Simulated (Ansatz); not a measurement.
Data:

```xyz
4
Lattice="3.1901 0.0000 0.0000 -1.5951 2.7627 0.0000 0.0000 0.0000 5.1253" Properties=species:S:1:pos:R:3 pbc="T T T"
Ga     0.0000     1.8418    -0.0104
Ga     1.5951     0.9209     2.5522
N      0.0000     1.8418     1.9324
N      1.5951     0.9209     4.4950
```

Calculation: PBE with spin-orbit coupling, rigid bands (plane waves, PAW; Ansatz, a quantum-chemistry and plane-wave program). Condition of this run: uniaxial stress along c of 4 GPa (compression positive) (the target of the relaxation). Geometry: cell and atoms relaxed with PBEsol, then loaded as said.

Task: What conductivity effective mass do dilute electrons have at 300 K?

Result: 0.192 (x), 0.192 (y), 0.178 (z) mₑ.

Task: Predict the hole conductivity mass (n e² τ/σ) at 300 K, by direction if it differs.

Result: 1.77 (x), 1.77 (y), 0.81 (z) mₑ.

Task: And the band gap?

Result: 1.98 eV at this level; semilocal functionals usually fall short of the measured gap.

Rigid bands, one relaxation time for all states, no polarons. Geometry: cell and atoms relaxed with PBEsol.
